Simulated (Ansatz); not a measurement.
Base system: TiSi₂ (space group Cmcm, No. 63; a = 3.527 Å, b = 13.517 Å, c = 3.565 Å). Axes: x, y, z lie along a, b, c of the conventional cell.

Computed with r2SCAN (Ansatz, a quantum-chemistry and plane-wave program; PAW; 500 eV plane waves; no SOC).

For the base:

Pressure: 0.0 GPa
Shortest interatomic distance: 4.497 bohr

Now apply this change: tensile biaxial strain of 1.67 % in the plane normal to [001], as in epitaxy on a mismatched substrate; the out-of-plane cell vector and the atoms relax.

Q: What does the calculation give for the pressure and shortest interatomic distance after the change?

A: The pressure (mean of the normal stresses, compression positive) goes from zero to -2.7 GPa; the shortest interatomic distance stays essentially unchanged (4.497 bohr against 4.499 bohr).

Without a gap, meshes like the base's 14×14×13 leave anisotropic stresses uncertain by several tenths of a GPa, and small strain energies with them. No phonon test of stability was made. All final runs are without spin polarisation.
